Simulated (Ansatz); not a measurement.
A computed series for hypothetical P6_422 BP: response to strain

Base system: BP (space group P6_422, No. 181; a = 3.2597 Å, c = 6.9403 Å; a hypothetical phase, not in the database extracts checked). Axes: x lies along a and z along c of the hexagonal cell.

Strains are applied to the cell and any free atomic positions relax; under biaxial strain the out-of-plane vector relaxes too.

Level of theory: DFT with PBEsol, PAW potentials and a 420 eV plane-wave cutoff in Ansatz (a program for electronic structure), without spin-orbit coupling.

Q: Only one of these has a band gap. Which?
A) biaxial strain −0.15 %, plane normal [001], relaxed out of plane
B) isotropic strain +2.32 %
C) isotropic strain +0.51 %
D) tensor shear ε_xz = +2.72 %

A: B, isotropic strain +2.32 %. Computed: isotropic strain +2.32 %: 0.10 eV; biaxial strain −0.15 %, plane normal [001], relaxed out of plane: zero; tensor shear ε_xz = +2.72 %: zero; isotropic strain +0.51 %: zero

The mesh was chosen for an insulator and is coarse for the gapless case. Stability against distortions was not tested. The base started in P3_121 and relaxed to P6_422 at this level. The final runs are not spin-polarised. The zero or small gap of BP can change with the level of theory.
